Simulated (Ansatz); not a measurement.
**TiC (I4/mmm): band-structure transport figures**

```
TiC
1.0
    0.00000     2.15006     2.14513
    2.15006     0.00000     2.14513
    2.15006     2.15006     0.00000
Ti C
1 1
Direct
  0.00000   0.00000   0.00000
  0.50000   0.50000   0.50000
```

Level of theory: PBEsol, rigid bands (plane waves, PAW, scalar-relativistic; Ansatz, a quantum-chemistry and plane-wave program). Condition of this run: biaxial stress xx = yy = -1 GPa (compression positive) (the target of the relaxation). Geometry: cell and atoms relaxed with PBEsol, then loaded as said.

| Item | Value |
|---|---|
| density of states at the Fermi level | 0.290 states/(eV·cell), both spins |
| bare Sommerfeld coefficient | 0.34 mJ/(mol of atoms·K²) |
| Drude plasma energy | 3.6 eV |
| root-mean-square Fermi velocity | 5.8e5 m/s |
| resistivity times τ | 38 ×10⁻²² Ω·m·s |

A metal at this level (no band gap); rigid bands, thermally averaged at 300 K, both spins. Spin-orbit coupling is left out. τ is one relaxation time for all states.
